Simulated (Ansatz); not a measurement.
On C-dia (111, C face) the hole barrier is 0.31 eV under TaN-rs (001) and 0.92 eV under W (111).

Plane-wave PAW runs of Ansatz (an electronic-structure program) at PBE, 420 eV, without spin–orbit coupling and spin-polarised for magnetic metals alone: periodic stacks cut from bulk faces, the metal strained to the host, one local minimum each, barriers from the potential line-up.

**Question.** By thermionic emission alone, how do the saturation currents of the two p-type contacts compare at 300 K (kT = 25.85 meV)?

**Answer.** J0 = A* T² exp(−φ/kT) with one A* for the host, so the ratio is exp[(0.92 − 0.31) / 0.02585] = exp(23.6), about 10^10.2 in favour of TaN-rs. An error of 0.1 eV in either barrier moves this by a factor of about 50, and tunnelling and image lowering are left out.
